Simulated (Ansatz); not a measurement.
A zone-centre phonon calculation of AlRh (Pm-3m, 2 atoms in the cell) with Ansatz (a program for electronic structure).

Method: LDA (PW92), default PAW files made with PBE (plane waves; Ansatz).

```xyz
2
Lattice="2.9922 0.0000 0.0000 0.0000 2.9922 0.0000 0.0000 0.0000 2.9922" Properties=species:S:1:pos:R:3 pbc="T T T"
Al     0.0000     0.0000     0.0000
Rh     1.4961     1.4961     1.4961
```

Reference input (self-consistent single point, DFT, LDA (PW92), plane waves, default PAW files made with PBE): basis.ecutwfc = 420 eV; kpoints.mp_grid.grid = 11 11 11; hamiltonian.xc = lda; hamiltonian.pseudopotentials = {kind: paw} (the program's default PAW files); scf.occupations.method = gaussian; scf.occupations.width = 0.1 eV. This run's input differs from it in these lines:

```diff
@@ -18,6 +18,5 @@
   occupations: { method: gaussian, width: 0.1 eV }
-output:
-  forces: true
-  eigenvalues: true
-  stress: true
+  convergence: { dr2_threshold: 1.0e-05 eV }
+phonons:
+  method: dfpt
```

Log, with long lists cut:

```
SCF iter   1: F=—  HF=-6793.720994 eV  |F-HF|=—  |Δ(HF+E_count)|=         —  Δρ=7.79e-3  dr2=1.24e-2  ethr=1.77e-3  ⟨swp⟩=4.8  Hψ=8744  notcnv=0
all-band conjugate gradients solve this SCF's bands
preconditioner: auto → none
SCF iter   2: F=—  HF=-6793.719013 eV  |F-HF|=—  |Δ(HF+E_count)|=   1.98e-3  Δρ=2.97e-3  dr2=8.13e-4  ethr=6.21e-5  ⟨swp⟩=1.7  Hψ=3250  notcnv=0
   [... lines left out ...]
SCF iter   4: F=-6793.718795 eV  HF=-6793.718795 eV  |F-HF|=1.83e-7  |Δ(HF+E_count)|=   8.77e-6  Δρ=4.53e-5  dr2=3.90e-7  ethr=2.24e-7  ⟨swp⟩=2.4  Hψ=2336  notcnv=0
iter 5 did not close the SCF: its close was put off for the readings that it lacked (scf_convergence_deferred on its scf_iter line)
SCF iter   5: F=-6793.718795 eV  HF=-6793.718795 eV  |F-HF|=4.23e-10  |Δ(HF+E_count)|=   1.50e-8  Δρ=7.43e-6  dr2=3.53e-9  ethr=1.95e-9  ⟨swp⟩=2.3  Hψ=2523  notcnv=0
SCF iter   6: F=-6793.718795 eV  HF=-6793.718795 eV  |F-HF|=1.00e-11  |Δ(HF+E_count)|=  9.19e-11  Δρ=9.34e-7  dr2=3.67e-11  ethr=1.76e-11  ⟨swp⟩=4.9  Hψ=8663  notcnv=0
SCF 1 converged in 6 iterations: F = -6793.718795 eV  dr2 = 3.67e-11
DFPT response loops at Γ: preconditioner auto → Kerker (q_TF=auto, 2.599 Å⁻¹) (partly filled bands, converged f_vac=0.000) …
Free energy (F): -6793.718795 eV
Internal energy: -6793.715664 eV  (E = F + TS)
E sigma→0 (E₀):  -6793.717230 eV
Entropy (-TS):   -0.003131 eV (-1.565 meV/atom)
Fermi energy:    16.577743 eV
--- Phonons (Γ-DFPT): 2 representative perturbations + reference, on 126 of 1331 k-points (Σ response iterations 7) ---
  k mesh reduced under 8 symmetry operations, with k and −k counted as one. Each operation leaves every solved perturbation unchanged …
  ASR residual: 3.424e-4 → 0.000e0 eV/Å²; symmetrization residual: 2.529e-7 eV/Å²
  ASR residual per site (eV/Å²): 4.27e-5 3.42e-4
  Γ frequencies (cm⁻¹): 0.00 0.00 0.00 263.54 263.54 263.54
  non-analytic LO–TO correction: not included (Born effective charges unavailable; polar crystals: no LO–TO splitting at Γ)
```

The run converged in 6 iterations.  The full log also holds: “iter 4 did not close the SCF: its close was put off for the readings that it lacked (scf_convergence_deferred on its scf_iter line)”.

Summary of the result:
```
Quantity                                                                   Value
--------------------------------------------------------  ----------------------
Free energy E − TS (on the zero of these files)                    -6793.7188 eV
Fermi level (on the code's own zero)                                    16.58 eV
Zone-centre frequencies (cm⁻¹; negative means imaginary)  0, 0, 0, 264, 264, 264
```

The starting cell comes from a database of computed structures (which also holds hypothetical and non-ambient phases and stackings), without a prior relaxation at this level. Its lattice was rescaled by up to half a per cent. Spin polarisation is off.

Keys are those of Ansatz 0.2.
